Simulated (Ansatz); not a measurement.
Zr under a change: pressure 75 GPa

The reference is Zr in the hcp (Mg type) structure (space group P6_3/mmc, No. 194; a = 3.231 Å, c = 5.173 Å).

Perturbation: cell and atoms relaxed at a pressure of 75 GPa.

Computed with PBE/PAW in Ansatz (an electronic-structure program), scalar-relativistic without spin-orbit coupling. Settings: 17×17×9 k-points, 0.05 eV Fermi–Dirac smearing.

```tsv
quantity	base	changed	shift
volume per atom	23.39 Å³	15.27 Å³	-8.12 Å³
density	6.48 g/cm³	9.92 g/cm³	+3.44 g/cm³
lattice parameter a	6.106 bohr	5.114 bohr	-0.9926 bohr
c/a ratio	1.601	1.779	+0.178
shortest interatomic distance	6.027 bohr	5.114 bohr	-0.913 bohr
band gap	zero	zero	–
```

Load acts through the strain it causes; cell and atoms are relaxed under it. Stability against distortions was not tested. All final runs are without spin polarisation. Measured, Zr leaves this structure (for the ω phase) near 3 GPa (temperature not stated; as listed in C. Cazorla, D. Alfè, M. J. Gillan, Physical Review B (2008)).
